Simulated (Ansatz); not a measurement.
Given:

```
SiC
1.0
    0.00000     2.14285     2.14285
    2.14285     0.00000     2.14285
    2.14285     2.14285     0.00000
Si C
1 1
Direct
  0.00000   0.00000   0.00000
  0.25000   0.25000   0.25000
```

No spin polarisation.

Computed with DFT with LDA, PAW potentials and a 420 eV plane-wave cutoff in Ansatz (a first-principles code), no spin-orbit coupling. Γ-centred 13×13×13 mesh, Fermi–Dirac width 0.05 eV.

Question: Predict the band gap and gap character.

Answer: The band gap is 1.27 eV and the gap character is indirect, Γ → X.

The cells carry an imposed strain or load. Stability against distortions was not tested. The cell was made from SiC in the zinc blende structure (space group F-43m, No. 216) by this change: isotropic strain −1.00 %.
